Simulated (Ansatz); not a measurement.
Base system: SiC in the zinc blende structure (space group F-43m, No. 216).

```xyz
2
Lattice="0.0000 2.1899 2.1899 2.1899 0.0000 2.1899 2.1899 2.1899 0.0000" Properties=species:S:1:pos:R:3 pbc="T T T"
C      3.2848     3.2848     3.2848
Si     0.0000     0.0000     0.0000
```

Level of theory: Ansatz (a program for electronic structure), PBE, PAW, cutoff 420 eV, no spin-orbit coupling.

One change was made to it. Results:

The gap character stays indirect, Γ → X; the volume per atom falls by 0.04 Å³, from 10.50 Å³ to 10.46 Å³; the band gap is still 1.37 eV.

**Question.** Which change produced these results?
A) pressure 30 GPa
B) pressure 0.9 GPa
C) pressure 4.5 GPa
D) pressure 9 GPa

**Answer.** B, pressure 0.9 GPa. For comparison, the volume per atom in the other runs: pressure 9 GPa gives 10.10 Å³; pressure 4.5 GPa gives 10.29 Å³; pressure 30 GPa gives 9.38 Å³.

Load acts through the strain it causes; cell and atoms are relaxed under it. No phonon test of stability was made. Competing high-pressure phases were not computed.
